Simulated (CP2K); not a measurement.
## CP2K run on a sheet of PbF2 (3 atoms in the cell): self-consistent single point

Method of the run: PBE, GPW, DZVP-MOLOPT-SR-GTH basis, GTH-PBE potentials (GTH_POTENTIALS) (CP2K).

This input was run:

```
&GLOBAL
  PROJECT scf
  RUN_TYPE ENERGY_FORCE
  PRINT_LEVEL LOW
&END GLOBAL
&FORCE_EVAL
  METHOD Quickstep
  STRESS_TENSOR ANALYTICAL
  &DFT
    BASIS_SET_FILE_NAME BASIS_MOLOPT
    POTENTIAL_FILE_NAME GTH_POTENTIALS
    &QS
      METHOD GPW
      EPS_DEFAULT 1E-11
    &END QS
    &MGRID
      CUTOFF 550
      REL_CUTOFF 60
      NGRIDS 5
    &END MGRID
    &SCF
      SCF_GUESS ATOMIC
      EPS_SCF 1E-7
      MAX_SCF 100
      ADDED_MOS 4
      &DIAGONALIZATION
        ALGORITHM STANDARD
      &END DIAGONALIZATION
      &MIXING
        METHOD BROYDEN_MIXING
        ALPHA 0.2
        NBUFFER 12
        BETA 1
      &END MIXING
      &SMEAR ON
        METHOD MARZARI_VANDERBILT
        SIGMA [eV] 0.1
      &END SMEAR
    &END SCF
    &KPOINTS
      SCHEME MONKHORST-PACK 10 10 1
      GAMMA_CENTERED T
    &END KPOINTS
    &XC
      &XC_FUNCTIONAL PBE
      &END XC_FUNCTIONAL
    &END XC
    &PRINT
      &MO
        EIGENVALUES T
        OCCUPATION_NUMBERS T
        NDIGITS 8
        FILENAME mo
        &EACH
          QS_SCF 0
        &END EACH
        ADD_LAST NUMERIC
      &END MO
      &MULLIKEN OFF
      &END MULLIKEN
    &END PRINT
  &END DFT
  &SUBSYS
    &CELL
      A 3.05035600 0.00000000 0.00000000
      B -1.52517800 2.64168600 0.00000000
      C 0.00000000 0.00000000 16.90685100
      PERIODIC XYZ
    &END CELL
    &COORD
      SCALED
      Pb       0.66666700     0.33333300     0.50000000
      F        0.33333300     0.66666700     0.41403300
      F        0.33333300     0.66666700     0.58596700
    &END COORD
    &KIND Pb
      BASIS_SET DZVP-MOLOPT-SR-GTH-q4
      POTENTIAL GTH-PBE-q4
    &END KIND
    &KIND F
      BASIS_SET DZVP-MOLOPT-SR-GTH-q7
      POTENTIAL GTH-PBE-q7
    &END KIND
  &END SUBSYS
  &PRINT
    &FORCES ON
    &END FORCES
    &STRESS_TENSOR ON
    &END STRESS_TENSOR
  &END PRINT
&END FORCE_EVAL
```

Output, abridged:

```
 GLOBAL| Method name                                                        CP2K
 GLOBAL| Project name                                                        scf
 GLOBAL| Run type                                                   ENERGY_FORCE

 TOTAL NUMBERS AND MAXIMUM NUMBERS

  Total number of            - Atomic kinds:                                   2
                             - Atoms:                                          3
                             - Shell sets:                                     3
                             - Shells:                                        15
                             - Primitive Cartesian functions:                 15
                             - Cartesian basis functions:                     42
                             - Spherical basis functions:                     39

  Maximum angular momentum of- Orbital basis functions:                        2
                             - Local part of the GTH pseudopotential:          2
                             - Non-local part of the GTH pseudopotential:      4

 SCF PARAMETERS         Density guess:                                    ATOMIC
                        max_scf:                                             100
                        max_diis:                                              4
                        eps_scf:                                        1.00E-07
                        eps_diis:                                       1.00E-01
                        eps_eigval:                                     1.00E-05
                        level_shift [a.u.]:                             0.000000
                        added MOs                                         4    0
                        Mixing method:                            BROYDEN_MIXING
                                                charge density mixing in g-space
                        Smear method:                         MARZARI_VANDERBILT
                        Smearing width (sigma) [a.u.]:                  3.67E-03
                        Accuracy threshold:                             1.00E-10
                        No outer SCF

 Extrapolation method: initial_guess

 Number of electrons:                                                         18
 Number of occupied orbitals:                                                  9
 Number of molecular orbitals:                                                13

 Number of orbital functions:                                                 39
 Number of independent orbital functions:                                     39

 SCF WAVEFUNCTION OPTIMIZATION

  Step     Update method      Time    Convergence         Total energy    Change
     1 NoMix/Diag. 0.20E+00      -     0.54927093       -52.1896561874 -5.22E+01
     2 Broy./Diag. 0.20E+00      -     0.09841207       -48.5423096842  3.65E+00
     3 Broy./Diag. 0.20E+00      -     0.16980416       -50.6457222891 -2.10E+00
     4 Broy./Diag. 0.20E+00      -     0.00782582       -52.2591446370 -1.61E+00
     5 Broy./Diag. 0.20E+00      -     0.08899469       -51.8665043319  3.93E-01
     6 Broy./Diag. 0.20E+00      -     0.00445864       -52.1503003587 -2.84E-01
     7 Broy./Diag. 0.20E+00      -     0.01972418       -52.0666620284  8.36E-02
   [... 17 lines left out ...]
    25 Broy./Diag. 0.20E+00      -     0.00000480       -52.0397086488  2.61E-05
    26 Broy./Diag. 0.20E+00      -     0.00000154       -52.0397160224 -7.37E-06
    27 Broy./Diag. 0.20E+00      -     0.00000079       -52.0397191185 -3.10E-06
    28 Broy./Diag. 0.20E+00      -     0.00000019       -52.0397206250 -1.51E-06
    29 Broy./Diag. 0.20E+00      -     0.00000009       -52.0397204806  1.44E-07

  *** SCF run converged in    29 steps ***

  Electronic density on regular grids:        -18.0000000004       -0.0000000004
  Core density on regular grids:               17.9999999998       -0.0000000002
  Total charge density on r-space grids:       -0.0000000006
  Total charge density g-space grids:          -0.0000000006

  Overlap energy of the core charge distribution:               0.00000000194577
  Self energy of the core charge distribution:               -135.93420417894765
  Core Hamiltonian energy:                                     38.26645289548868
  Hartree energy:                                              56.11271034926422
  Exchange-correlation energy:                                -10.48467954838639
  Smearing free energy correction:                             -0.00000000000000
  Fermi energy:                                                -0.12841030673087

  Total energy:                                               -52.03972048063536

 ENERGY| Total FORCE_EVAL ( QS ) energy [hartree]            -52.039719836946304

 FORCES| Atomic forces [hartree/bohr]
 FORCES|   Atom     x               y               z               |f|
 FORCES|      1  1.29874935E-06 -7.60883454E-07 -9.11153600E-09   1.50524965E-06
 FORCES|      2  1.13019512E-06 -6.48354298E-07 -4.21654844E-02   4.21654844E-02
 FORCES|      3  1.13019361E-06 -6.45826356E-07  4.21654934E-02   4.21654934E-02
 FORCES| Sum     3.55913807E-06 -2.05506411E-06 -1.14701110E-10
 FORCES| Total atomic force                                       4.10983605E-06

 STRESS| Analytical stress tensor [bar]
 STRESS|                        x                   y                   z
 STRESS|      x        1.43851821019E+05  -8.86219798106E+01  -8.77847497609E-08
 STRESS|      y       -8.86219798106E+01   1.43749474909E+05   1.71267102854E-03
 STRESS|      z       -8.77847497609E-08   1.71267102854E-03   6.83861434000E+04
 STRESS| 1/3 Trace                                             1.18662479776E+05
```

The run converged in 29 iterations.

The starting cell was generated: these elements placed on a structure prototype, without a prior relaxation; it need not be a known phase or ordering of this composition. Values carry the incompleteness of an atom-centred basis. Forces in this geometry exceed 1 eV/Å.

Cost on one core of a shared machine: roughly 40 s.
